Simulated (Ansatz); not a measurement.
**C (model structure, Pn-3m, No. 224, 10 atoms in the cell)**

Level of theory: r²SCAN in Ansatz (PAW).

Run with plane-wave cutoff 560 eV, 8×8×8 k mesh, Fermi–Dirac smearing 0.01 eV, scalar-relativistic PAW data made under PBE.

Cell (relaxed at this level):

```xyz
10
Lattice="4.8089 0.0000 0.0000 0.0000 4.8089 0.0000 0.0000 0.0000 4.8089" Properties=species:S:1:pos:R:3 pbc="T T T"
C      0.0000     0.0000     0.0000
C      2.4044     2.4044     2.4044
C      0.8559     0.8559     0.8559
C      1.5485     1.5485     1.5485
C      0.8559     3.9530     3.9530
C      1.5485     3.2603     3.2603
C      3.9530     0.8559     3.9530
C      3.2603     1.5485     3.2603
C      3.9530     3.9530     0.8559
C      3.2603     3.2603     1.5485
```

```
Quantity                               Value
---------------  ---------------------------
band gap         4.54 eV (on the SCF k mesh)
direct gap at Γ                      5.19 eV
```

Note: the relaxation could raise the start's symmetry but not lower it, so the cell can be a saddle point.

Static lattice: no zero-point or thermal effects.

It cost about 70 core-seconds (a rough figure) of CPU time.

A model structure was made by putting elements into a prototype or built by hand; it is no filed structure, need not be a known phase, and can be a saddle point held by its symmetry.

Ansatz is a program for electronic structure.
